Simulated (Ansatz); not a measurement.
Given:

End structure of the (100) surface of rock-salt TiN, B on all N sites of the top plane (bottom of the slab: a bare face, its two planes held):

```xyz
12
Lattice="3.0030 0.0000 0.0000 0.0000 3.0030 0.0000 0.0000 0.0000 27.0000" Properties=species:S:1:pos:R:3 pbc="T T T"
N      0.0000     0.0000     8.1524
Ti     1.5015     1.5015     8.1524
N      1.5015     1.5015    10.2758
Ti     0.0000     0.0000    10.2758
N      0.0000     0.0000    12.4055
Ti     1.5015     1.5015    12.3829
N      1.5015     1.5015    14.5158
Ti     0.0000     0.0000    14.5442
N      0.0000     0.0000    16.6281
Ti     1.5015     1.5015    16.6447
B      1.5015     1.5015    18.9913
Ti     0.0000     0.0000    18.6703
```

Set-up: 12 atoms, 10.7 Å thick at the start with caps and adatoms (thin: gaps and levels are the slab's own); mesh 12x12x1; 0.1 eV smearing; dipole correction on; single point; on the structure that PBE left under its start's symmetry; no spin, no spin-orbit, no U. In PBE it lies 0.52 eV a 1x1 cell over the lowest computed structure of the same composition (B on all N sites of the second plane).

Question: What is the computed work function of the top face (r2SCAN, at the PBE geometry (Ansatz, a program for electronic structure))?

Answer: 5.49 eV
